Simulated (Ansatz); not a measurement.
Consider CaO in the rock salt structure (space group Fm-3m, No. 225; a = 4.767 Å). Axes: x, y, z lie along the cube axes.

Perturbation: biaxial strain +1.53 %, plane normal [110], relaxed out of plane (Cartesian); in-plane vectors clamped, the third vector and the atoms free.

Levels (all Ansatz, an electronic-structure program, PAW): PBEsol (420 eV, no SOC); r2SCAN (500 eV, no SOC); HSE06 (420 eV, scalar-relativistic without spin-orbit coupling).

One geometry, relaxed with PBEsol, under each level:

```csv
level,band gap,lowest conduction level above the VBM at special points,electron mass,pressure
PBEsol,3.49 eV,T 3.49 eV; X 3.53 eV; Γ 4.54 eV; Y₀ 4.99 eV,"1.4 mₑ along k, 0.43 mₑ across (at T)",-2.41 GPa
r2SCAN,4.13 eV,T 4.13 eV; X 4.17 eV; Γ 5.39 eV; Y₀ 5.64 eV,"1.4 mₑ along k, 0.44 mₑ across (at T)",-0.52 GPa
HSE06,5.25 eV,T 5.25 eV; X 5.29 eV; Γ 6.21 eV,–,–
```

A biaxial case was relaxed in a doubled cell and then solved in the primitive one. Single points use the geometry relaxed with PBEsol. Their cutoffs differ, which shifts pressures a little. HSE06 gaps are upper bounds (no full band path). Masses are band curvatures over ±0.01 Å⁻¹ around the edge. Along k means along the line from Γ to the band edge. Whether these cells are dynamically stable was not tested. The base started in Cmce and relaxed to Fm-3m at this level. Labels are those of the standard path for the cell's own space group.
